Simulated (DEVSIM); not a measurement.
Structure: Schottky contact on n-type GaSb, at 300 K.

Layer 1 from the left is GaSb, thickness (μm) 0.790, Nd (cm⁻³) 1.6e15, τn (s) 3.6e-8, τp (s) 3.6e-8.

Left contact: Schottky, work function 4.52 eV, emission velocity 2.5e6 cm/s. Right contact: ohmic. Voltage is applied to the left contact. Recombination: SRH at mid-gap. Mobility is constant in doping.

The device is made up for the run: typed textbook-type constants, with dimensions and the other settings drawn at random. Values at 300 K.

GaSb: gap (eV) 0.726, affinity (eV) 4.06, permittivity 15.7, Nc (cm⁻³) 2.1e17, Nv (cm⁻³) 1.8e19, μn (cm²/Vs) 5000, μp (cm²/Vs) 850.

Simulated with DEVSIM: 1D drift-diffusion, Boltzmann statistics, complete ionisation; no tunnelling, impact ionisation, image-force lowering or self-heating. Metal contacts follow the ideal Schottky-Mott rule: no Fermi-level pinning, no interface dipoles.

Dark forward current:

```
|V| (V)  |J| (A/cm²)
-------  -----------
0.05         0.01005
0.10         0.07744
0.15          0.5310
0.20           3.555
0.25           22.80
0.30           124.5
0.35           462.7
0.40            1105
0.45            1936
0.50            2826
```

Problem. Work out the local ideality factor n = ΔV / (kT/q · ln(J2/J1)) between the rows 0.15 and 0.20 V, 0.45 and 0.50 V.

Solution. kT/q = 25.85 mV. From 0.15 to 0.20 V: ln(3.555/0.5310) = 1.901, n = 1.02, near the 1 of diffusion or emission over a barrier. From 0.45 to 0.50 V: ln(2826/1936) = 0.378, n = 5.11.

Problem. Estimate the current at 0.20 V for emission alone, J0 = q v N_band exp(−φB/kT), and read the barrier back from the simulated current.

Solution. φB = 0.460 eV, N_band = 2.10e17 cm⁻³, J0 = 0.00157 A/cm²; J = J0 (exp(qV/kT) − 1) = 3.60 A/cm². The simulation gives 3.56 A/cm²; the estimate lies 1.3 % above. Read backwards, the simulated current gives an apparent barrier of 0.460 eV. The estimate leaves out transport through the depletion region and minority injection.
